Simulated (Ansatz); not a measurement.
**AuSb2, pressure series**

The parent structure is AuSb$_{2}$ (space group Pa-3, No. 205).

```xyz
12
Lattice="6.6744 0.0000 0.0000 0.0000 6.6744 0.0000 0.0000 0.0000 6.6744" Properties=species:S:1:pos:R:3 pbc="T T T"
Sb     2.5031     0.8341     5.8403
Sb     4.1713     5.8403     0.8341
Sb     0.8341     5.8403     2.5031
Sb     5.8403     0.8341     4.1713
Sb     5.8403     2.5031     0.8341
Sb     0.8341     4.1713     5.8403
Sb     4.1713     4.1713     4.1713
Sb     2.5031     2.5031     2.5031
Au     0.0000     3.3372     3.3372
Au     3.3372     3.3372     0.0000
Au     3.3372     0.0000     3.3372
Au     0.0000     0.0000     0.0000
```

Cell and atoms are relaxed at each pressure.

Level of theory: Ansatz (an electronic-structure program) PBEsol, no spin-orbit coupling.

```json
[
 {"P (GPa)": "-2.00", "V (Å³/atom)": "25.399"},
 {"P (GPa)": "-1.00", "V (Å³/atom)": "25.077"},
 {"P (GPa)": "0.30", "V (Å³/atom)": "24.694"},
 {"P (GPa)": "0.69", "V (Å³/atom)": "24.584"},
 {"P (GPa)": "1.50", "V (Å³/atom)": "24.369"},
 {"P (GPa)": "3.01", "V (Å³/atom)": "23.997"},
 {"P (GPa)": "5.01", "V (Å³/atom)": "23.549"},
 {"P (GPa)": "7.50", "V (Å³/atom)": "23.053"},
 {"P (GPa)": "10.00", "V (Å³/atom)": "22.608"}
]
```

### Question
Fit a third-order Birch–Murnaghan equation of state.

### Answer
Least squares on P(V) = (3B₀/2)[(V₀/V)^(7/3) − (V₀/V)^(5/3)]·[1 + (3/4)(B₀′ − 4)((V₀/V)^(2/3) − 1)] gives V₀ = 24.78 Å³/atom, B₀ = 86 GPa and B₀′ = 5.1.

Load acts through the strain it causes; cell and atoms are relaxed under it. No phonon test of stability was made. No other phases were tried under pressure. The final runs are not spin-polarised.
